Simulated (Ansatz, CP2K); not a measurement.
An Ansatz (a first-principles code) input for a self-consistent single point of AlN (F-43m, 2 atoms in the cell) (DFT, PBE, plane waves, default PAW files):

Ansatz 0.2 input:
```yaml
# AlN
crystal:
  lattice:
    - [0.000000, 2.193823, 2.193823]
    - [2.193823, 0.000000, 2.193823]
    - [2.193823, 2.193823, 0.000000]
  atoms:
    - { symbol: Al, position: [0.000000, 0.000000, 0.000000] }
    - { symbol: N, position: [0.750000, 0.750000, 0.750000] }
basis:
  ecutwfc: 30.9 Ry
kpoints:
  mp_grid: { grid: [9, 9, 9] }
hamiltonian:
  xc: pbe
  pseudopotentials: { kind: paw }
scf:
  occupations: { method: fermi_dirac, width: 0.0037 Ry }
output:
  forces: true
  eigenvalues: true
  stress: true
```

Problem. Give the CP2K input for the same structure, mesh, smearing and functional.

Solution. One input that does it (others would too):

```
&GLOBAL
  PROJECT calc
  RUN_TYPE ENERGY_FORCE
  PRINT_LEVEL LOW
&END GLOBAL
&FORCE_EVAL
  METHOD Quickstep
  STRESS_TENSOR ANALYTICAL
  &DFT
    BASIS_SET_FILE_NAME BASIS_MOLOPT
    POTENTIAL_FILE_NAME GTH_POTENTIALS
    &QS
      METHOD GPW
      EPS_DEFAULT 1E-10
    &END QS
    &MGRID
      CUTOFF 400
      REL_CUTOFF 60
      NGRIDS 4
    &END MGRID
    &SCF
      SCF_GUESS ATOMIC
      EPS_SCF 1E-7
      MAX_SCF 100
      ADDED_MOS 4
      &DIAGONALIZATION
        ALGORITHM STANDARD
      &END DIAGONALIZATION
      &MIXING
        METHOD BROYDEN_MIXING
        ALPHA 0.4
        NBUFFER 10
        BETA 1
      &END MIXING
      &SMEAR ON
        METHOD FERMI_DIRAC
        ELECTRONIC_TEMPERATURE [K] 580.23
      &END SMEAR
    &END SCF
    &KPOINTS
      SCHEME MONKHORST-PACK 9 9 9
    &END KPOINTS
    &XC
      &XC_FUNCTIONAL PBE
      &END XC_FUNCTIONAL
    &END XC
    &PRINT
      &MO
        EIGENVALUES T
        OCCUPATION_NUMBERS T
        NDIGITS 8
        FILENAME mo
        &EACH
          QS_SCF 0
        &END EACH
        ADD_LAST NUMERIC
      &END MO
      &MULLIKEN OFF
      &END MULLIKEN
    &END PRINT
  &END DFT
  &SUBSYS
    &CELL
      A 3.10253400 0.00000000 0.00000000
      B 1.55126700 2.68687300 0.00000000
      C 1.55126700 0.89562400 2.53320900
      PERIODIC XYZ
    &END CELL
    &COORD
      SCALED
      Al       0.00000000     0.00000000     0.00000000
      N        0.75000000     0.75000000     0.75000000
    &END COORD
    &KIND Al
      BASIS_SET DZVP-MOLOPT-SR-GTH-q3
      POTENTIAL GTH-PBE-q3
    &END KIND
    &KIND N
      BASIS_SET DZVP-MOLOPT-SR-GTH-q5
      POTENTIAL GTH-PBE-q5
    &END KIND
  &END SUBSYS
  &PRINT
    &FORCES ON
    &END FORCES
    &STRESS_TENSOR ON
    &END STRESS_TENSOR
  &END PRINT
&END FORCE_EVAL
```

Basis, cutoffs, solver keys and any potentials are the target program's own. This input uses DFT PBE, GPW, DZVP-MOLOPT-SR-GTH basis, GTH-PBE potentials (GTH_POTENTIALS). The width in Ry is rounded to four decimals. Both were run: pressure 1.60 GPa in Ansatz and 1.58 in CP2K; gap on the mesh 3.500 eV in Ansatz and 3.505 in CP2K. Ansatz's pressure is the one without its finite-basis correction.

On CP2K: the starting cell comes from a database of computed structures (which also holds hypothetical and non-ambient phases and stackings), without a prior relaxation at this level. Its lattice was rescaled by a random factor within 2.5 % of one. Values carry the incompleteness of an atom-centred basis. Another mesh or the band path of this cell gives a smaller gap, so this value is not converged in the mesh.

On Ansatz: the starting cell comes from a database of computed structures (which also holds hypothetical and non-ambient phases and stackings), without a prior relaxation at this level. Its lattice was rescaled by a random factor within 2.5 % of one. Another mesh or the band path of this cell gives a smaller gap, so this value is not converged in the mesh.
